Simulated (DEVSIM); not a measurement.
Structure: Schottky contact on n-type Ge, at 250 K.

Layer 1 from the left is Ge, thickness (μm) 2.60, Nd (cm⁻³) 4.7e16, τn (s) 1.8e-6, τp (s) 1.8e-6.

Left contact: Schottky, work function 4.42 eV, emission velocity 3.3e6 cm/s. Right contact: ohmic. Voltage is applied to the left contact. Recombination: SRH at mid-gap, radiative, Auger. Mobility is constant in doping.

The device is made up for the run: typed textbook-type constants, with dimensions and the other settings drawn at random. Values at 300 K; Nc and Nv go as T^1.5, mobilities as T to minus their exponent, the gap by Varshni's rule with the affinity fixed.

Ge: gap (eV) 0.664, affinity (eV) 4, permittivity 16, Nc (cm⁻³) 1.04e19, Nv (cm⁻³) 6e18, μn (cm²/Vs) 3900, μp (cm²/Vs) 1900, T exponent of μn 1.66, T exponent of μp 2.33, B (cm³/s) 6.4e-14, Cn (cm⁶/s) 1e-31, Cp (cm⁶/s) 1e-31, Varshni α (eV/K) 0.000477, Varshni β (K) 235.

Simulated with DEVSIM: 1D drift-diffusion, Boltzmann statistics, complete ionisation; no tunnelling, impact ionisation, image-force lowering or self-heating. Metal contacts follow the ideal Schottky-Mott rule: no Fermi-level pinning, no interface dipoles.

### Question
What does the simulation give for the dark forward voltage at 100 A/cm², the dark forward voltage at 1 A/cm², the potential step across the device at zero bias, the largest field in the device at zero bias?

### Answer
dark forward voltage at 100 A/cm² 0.192 V; dark forward voltage at 1 A/cm² 0.092 V; potential step across the device at zero bias 0.310 V; largest field in the device at zero bias 55000 V/cm.
